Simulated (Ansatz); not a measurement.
Functionals compared on the (100) surface of rock-salt TiC, Ta on all Ti sites of the second plane (bottom of the slab: a bare face, its two planes held), in Ansatz (plane waves, PAW). The structure was relaxed with PBE; the other rows are single points on it. Cutoff 420 eV (500 eV for r2SCAN).

Set-up: 12 atoms, 11.0 Å thick at the start with caps and adatoms (thin: gaps and levels are the slab's own); mesh 12x12x1; 0.1 eV smearing; dipole correction on; 4 atoms held, the rest relaxed; start symmetry kept, larger cells not searched; no spin, no spin-orbit, no U. In PBE it lies 0.18 eV a 1x1 cell over the lowest computed structure of the same composition (Ta on all Ti sites of the top plane). These notes are the PBE run's.

```
functional  work function of the top face (eV)          rough cost of the single point
----------  ----------------------------------  --------------------------------------
PBE                                       3.96                                       –
RPBE                                      3.79  about 15 core-seconds (a rough figure)
r2SCAN                              (withheld)          around 28 core-seconds (rough)
```

Q: Complete the blanks.

A: 
- r2SCAN, work function of the top face (eV): 3.98

Ansatz is a first-principles code.
